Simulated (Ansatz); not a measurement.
Defect migration in monoclinic HfO2: interstitial Sc, charge state +3. Method: PBE, PAW (plane waves to 420 eV; Ansatz, a quantum-chemistry and plane-wave program).

Cell of 96 host sites held at the relaxed PBE lattice; the Γ point alone; Fermi-Dirac width 0.01 eV, spin-restricted; finite-size errors left in. Energies are static. Spin-orbit coupling is left out. The charge state is imposed; whether it is stable for some Fermi level was not computed. Sites that were not tried may lie lower.

Barriers: single points on a 2×2×2 k-point mesh shifted by half a step at the bands' geometries.

The step: a concerted move, in which Sc travels most. Atoms about the jump, Cartesian Å from the middle of the jump, before and after:

```tsv
atom	x0	y0	z0	x1	y1	z1
Sc1	0.60	-0.24	0.33	-0.60	0.24	-0.33
O2	-0.07	0.91	1.80	0.00	0.84	1.70
O3	0.00	-0.84	-1.70	0.07	-0.91	-1.80
O4	-0.57	-1.72	0.84	-0.49	-1.59	0.75
O5	0.49	1.59	-0.75	0.57	1.72	-0.84
O6	2.30	-1.27	-0.28	2.36	-1.24	-0.16
O7	-2.36	1.24	0.16	-2.30	1.27	0.28
Hf8	1.93	0.27	-1.90	1.97	0.21	-1.69
Hf9	-1.97	-0.21	1.69	-1.93	-0.27	1.90
Hf10	1.29	2.55	1.10	1.29	2.43	1.10
Hf11	-1.29	-2.43	-1.10	-1.29	-2.55	-1.10
O12	2.78	1.21	0.07	2.88	1.28	0.06
O13	-2.88	-1.28	-0.06	-2.78	-1.21	-0.07
Hf14	1.27	-2.98	1.11	1.22	-2.81	1.09
Hf15	-1.22	2.81	-1.09	-1.27	2.98	-1.11
O16	1.72	-1.18	2.20	1.88	-1.33	2.48
O17	-1.88	1.33	-2.48	-1.72	1.18	-2.20
O18	0.45	-3.53	-0.77	0.47	-3.50	-0.80
```

Where do these atoms stand at the saddle point, and how high is it?


```csv
atom,x,y,z
Sc1,0.01,0.00,0.00
O2,0.06,0.86,1.79
O3,-0.06,-0.86,-1.80
O4,-0.60,-1.71,0.84
O5,0.60,1.71,-0.85
O6,2.11,-1.09,-0.12
O7,-2.11,1.10,0.12
Hf8,2.01,0.28,-1.81
Hf9,-2.01,-0.28,1.80
Hf10,1.33,2.51,1.10
Hf11,-1.33,-2.51,-1.11
O12,2.92,1.32,0.05
O13,-2.92,-1.31,-0.06
Hf14,1.23,-2.86,1.11
Hf15,-1.22,2.87,-1.12
O16,1.85,-1.34,2.49
O17,-1.85,1.35,-2.50
O18,0.44,-3.48,-0.79
```
It lies 0.34 eV above the start and 0.34 eV above the end. The program found a first-order saddle point.
